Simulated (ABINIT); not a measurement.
A self-consistent single point of VN (Fm-3m, 2 atoms in the cell) with ABINIT.

Computed with LDA (PW92), norm-conserving pseudopotentials (PseudoDojo nc-sr-04 LDA standard) (plane waves; ABINIT).

```yaml
crystal:
  lattice:
    - [0.00000, 2.08515, 2.08515]
    - [2.08515, 0.00000, 2.08515]
    - [2.08515, 2.08515, 0.00000]
  atoms:
    - { symbol: V, position: [0.00000, 0.00000, 0.00000] }
    - { symbol: N, position: [0.50000, 0.50000, 0.50000] }
```

Reference input (self-consistent single point, DFT, PBE, plane waves, norm-conserving pseudopotentials (PseudoDojo nc-sr-05 PBE standard)): pseudos = [V.upf, N.upf]; ecut = 1143 eV; occopt = 7; tsmear = 0.00734986 Ha; ngkpt = 11 11 11; nshiftk = 1; shiftk = 0 0 0; potentials = PseudoDojo nc-sr-05 PBE standard; nband = 14; kptopt = 1; nstep = 50; toldfe = 1e-09 Ha. This run's input differs from it in these lines:

```diff
@@ -1,2 +1,2 @@
-# VN, PseudoDojo nc-sr-05 PBE standard
+# VN, PseudoDojo nc-sr-04 LDA standard
 pp_dirpath "./"
```

Its files differ too (potentials: PseudoDojo nc-sr-05 PBE standard → PseudoDojo nc-sr-04 LDA standard).

The program printed (abridged):

```
--- !BeginCycle
solver: {iscf: 7, nstep: 50, nline: 4, wfoptalg: 0, }
tolerances: {toldfe: 1.00E-09, }
...

     iter   Etot(hartree)      deltaE(h)  residm     vres2
 ETOT  1  -83.907837606943    -8.391E+01 3.524E-01 1.437E+03
 ETOT  2  -81.498417770282     2.409E+00 6.214E-02 1.364E+04
 ETOT  3  -84.199903676344    -2.701E+00 3.802E-02 6.621E+01
 ETOT  4  -84.208489622098    -8.586E-03 6.355E-03 2.333E+01
 ETOT  5  -84.211046782182    -2.557E-03 1.140E-03 8.723E+00
   [... 2 lines left out ...]
 ETOT  8  -84.212629686458    -6.150E-06 6.259E-05 9.290E-05
 ETOT  9  -84.212629703269    -1.681E-08 2.465E-05 5.016E-06
 ETOT 10  -84.212629704198    -9.287E-10 1.164E-05 1.709E-08
 ETOT 11  -84.212629704199    -1.123E-12 1.219E-05 2.282E-10
 At SCF step   11, etot is converged :
  for the second time, diff in etot=  1.123E-12 < toldfe=  1.000E-09

 Cartesian components of stress tensor (hartree/bohr^3)
  sigma(1 1)=  9.43285429E-04  sigma(3 2)=  0.00000000E+00
  sigma(2 2)=  9.43285429E-04  sigma(3 1)=  0.00000000E+00
  sigma(3 3)=  9.43285429E-04  sigma(2 1)=  0.00000000E+00

 ----iterations are completed or convergence reached----

 reduced coordinates (array xred) for    2 atoms
       0.000000000000      0.000000000000      0.000000000000
       0.500000000000      0.500000000000      0.500000000000
 cartesian forces (eV/Angstrom) at end:
    1     -0.00000000000000    -0.00000000000000    -0.00000000000000
    2     -0.00000000000000    -0.00000000000000    -0.00000000000000
 frms,max,avg= 0.0000000E+00 0.0000000E+00   0.000E+00  0.000E+00  0.000E+00 e/A
   [... lines left out ...]
 Fermi (or HOMO) energy (hartree) =   0.48412   Average Vxc (hartree)=  -0.50969
   [... lines left out ...]
total_energy        : -8.42126297041989E+01
total_energy_eV     : -2.29154219274100E+03
band_energy         : -7.10421824473236E+00
...

-Cartesian components of stress tensor (GPa)         [Pressure= -2.7752E+01 GPa]
- sigma(1 1)=  2.77524108E+01  sigma(3 2)=  0.00000000E+00
- sigma(2 2)=  2.77524108E+01  sigma(3 1)=  0.00000000E+00
- sigma(3 3)=  2.77524108E+01  sigma(2 1)=  0.00000000E+00

 Calculation completed.
```

The run converged in 11 iterations. Against the reference run the pressure goes from -11.12 to -27.75 GPa.

The starting cell comes from a database of computed structures (which also holds hypothetical and non-ambient phases and stackings), without a prior relaxation at this level. Its lattice was rescaled by a random factor within 2.5 % of one. Spin polarisation is off, so a magnetic state, if there is one, cannot be reached. With a pressure of about -28 GPa the cell is away from its equilibrium volume at this level.

Cost on one core of a shared machine: roughly 50 s.
